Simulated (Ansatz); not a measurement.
The structure below was relaxed with PBEsol, PAW, 420 eV (Ansatz, a first-principles code; no spin-orbit coupling), at pressure 7.5 GPa.

```yaml
crystal:
  lattice:
    - [3.86083, 0.00000, 0.00000]
    - [0.00000, 3.86083, 0.00000]
    - [0.00000, 0.00000, 3.86083]
  atoms:
    - { symbol: La, position: [0.00000, 0.00000, 0.00000] }
    - { symbol: Ti, position: [0.50000, 0.50000, 0.50000] }
    - { symbol: O, position: [0.00000, 0.50000, 0.50000] }
    - { symbol: O, position: [0.50000, 0.00000, 0.50000] }
    - { symbol: O, position: [0.50000, 0.50000, 0.00000] }
```

**Question.** Find the space group and the Wyckoff positions.

**Answer.** Space group Pm-3m (No. 221); a = b = c = 3.8608 Å, α = β = γ = 90.00°

```json
[
 {"atom": "La", "site": "1a", "symmetry": "m-3m", "x": "0.0000", "y": "0.0000", "z": "0.0000"},
 {"atom": "Ti", "site": "1b", "symmetry": "m-3m", "x": "0.5000", "y": "0.5000", "z": "0.5000"},
 {"atom": "O", "site": "3c", "symmetry": "4/mm.m", "x": "0.0000", "y": "0.5000", "z": "0.5000"}
]
```

**Question.** Describe the coordination.

**Answer.** The crystal has 5 atoms in its conventional cell. Lattice parameters: a = b = c = 3.8608 Å, α = β = γ = 90.00°. La has 12 O at 2.730 Å (cuboctahedral). Ti sees 6 O at 1.930 Å (octahedral). O is coordinated by 2 Ti at 1.930 Å and 4 La at 2.730 Å (octahedral). (Neighbours: up to the widest gap in distance over summed covalent radii, below 1.35, at either atom; cation-cation and far metal-metal contacts left out.)

Load acts through the strain it causes; cell and atoms are relaxed under it. Whether these cells are dynamically stable was not tested. Competing high-pressure phases were not computed. No Hubbard U is applied, and correlation can decide whether such a compound is a metal. The final runs are not spin-polarised. The cell was made from LaTiO3 in the cubic perovskite structure (space group Pm-3m, No. 221) by this change: pressure 7.5 GPa. Many cubic perovskites are stable only at high temperature; tilts and polar distortions were not tested.
